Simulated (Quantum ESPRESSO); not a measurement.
**Parameter sweep on MgZr₂ (R-3m, 3 atoms in the cell)**

```xyz
3
Lattice="1.6180 0.9341 7.7835 -1.6180 0.9341 7.7835 0.0000 -1.8683 7.7835" Properties=species:S:1:pos:R:3 pbc="T T T"
Mg     0.0000     0.0000     0.0000
Zr     0.0000     0.0000     5.1238
Zr     0.0000     0.0000    18.2267
```

Base run A: PBEsol, GBRV 1.5 ultrasoft (PBESOL) pseudopotentials (Quantum ESPRESSO), self-consistent single point.

Its settings: ecutwfc = 40 Ry; ecutrho = 320 Ry; occupations = smearing; smearing = marzari-vanderbilt; degauss = 0.0036749 Ry; potentials = {Mg: mg_pbesol_v1.4.uspp.F.UPF, Zr: zr_pbesol_v1.uspp.F.UPF}; K_POINTS = automatic 8 8 8 0 0 0; conv_thr = 1e-10 Ry; mixing_beta = 0.4.

The starting cell comes from a database of computed structures (which also holds hypothetical and non-ambient phases and stackings), without a prior relaxation at this level. Its lattice was rescaled by a random factor within 2.5 % of one.

A dash stands where there is no value to compare (another energy zero or no entropy term, no result, no spin, no clean gap, or a mesh too coarse for one). Absolute energies have different zeros for different potentials, functionals, Hubbard and dispersion terms and are not compared across them.

Run A gave: pressure (GPa) -2.80; largest force (eV/Å) 0.208.

Runs:
- B: vdw_corr: default → grimme-d3; dftd3_version: default → 3; dftd3_threebody: default → false [PBEsol-D3(0)]
- C: vdw_corr: default → grimme-d3; dftd3_version: default → 4; dftd3_threebody: default → false [PBEsol-D3(BJ)]
- D: vdw_corr: default → grimme-d3; dftd3_version: default → 4; dftd3_threebody: default → true [PBEsol-D3(BJ) with three-body term]

### Question
What does run B change against A?

### Answer
The pressure goes from -2.80 to -4.93 GPa and the largest force goes from 0.208 to 0.196 eV/Å.

### Question
What does run D change against A?

### Answer
The pressure goes from -2.80 to -5.55 GPa and the largest force goes from 0.208 to 0.199 eV/Å.

### Question
What does run C change against A?

### Answer
The pressure goes from -2.80 to -5.96 GPa and the largest force goes from 0.208 to 0.199 eV/Å.

| run | pressure (GPa) | largest force (eV/Å) | dispersion energy (eV/atom) |
|---|---|---|---|
| A | -2.80 | 0.208 | – |
| B | -4.93 | 0.196 | -0.267 |
| C | -5.96 | 0.199 | -0.450 |
| D | -5.55 | 0.199 | -0.420 |

Left out of this page: 1 run of the series held back from this collection.
